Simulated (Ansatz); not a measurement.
Layers are cut from database crystals; whether they can be made is not shown.

```yaml
surface: single layer of PbO (symmetry P4/nmm as a slab, 4 atoms a cell)
Vacuum level minus Kohn-Sham valence edge: 4.52 eV
Vacuum level minus Kohn-Sham conduction edge: 2.02 eV
gap_of_the_slab_on_its_mesh: 2.50 eV
Apparent barrier, filled states, bias minus 1.7 V: 4.7 eV (κ = 1.12 1/Å)
Apparent barrier, filled states, bias minus 2.3 V: 5.2 eV (κ = 1.17 1/Å)
Apparent barrier, empty states, bias plus 1.6 V: 1.4 eV (κ = 0.62 1/Å)
Apparent barrier, empty states, bias plus 2.2 V: 1.5 eV (κ = 0.62 1/Å)
```

Computed with PBE, Tersoff-Hamann images (plane waves, PAW; Ansatz, a first-principles code).

The apparent barrier is ħ²κ²/2m, with κ from the fall of the mean window density between 3.5 and 5 Å; states of large in-plane momentum fall faster than their energy alone says. Mesh 14×14×1, no spin-orbit coupling, no spin polarisation; biases count from the run's Fermi level.
